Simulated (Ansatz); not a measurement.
Input:

```xyz
2
Lattice="3.4077 0.0000 0.0000 0.0000 3.4077 0.0000 1.7039 1.7039 2.4096" Properties=species:S:1:pos:R:3 pbc="T T T"
B      3.4077     1.7039     1.2048
As     0.0000     0.0000     0.0000
```

The cell is taken as given; by r2SCAN it stands under a pressure of -3.0 GPa.

Transport runs along the normal of the first two printed cell vectors, the (001) plane of the conventional cell.

The gap is the functional's own. No spin-orbit coupling. Mid-gap values are those at the computed energy nearest the middle.

Question: Compute, with r2SCAN run with Ansatz (a program for electronic structure), the band gap and the smallest decay constant κ at mid-gap.

Answer: Gap 1.41 eV on a 12×12×12 mesh; κ = 0.174 1/Å, at the zone centre.
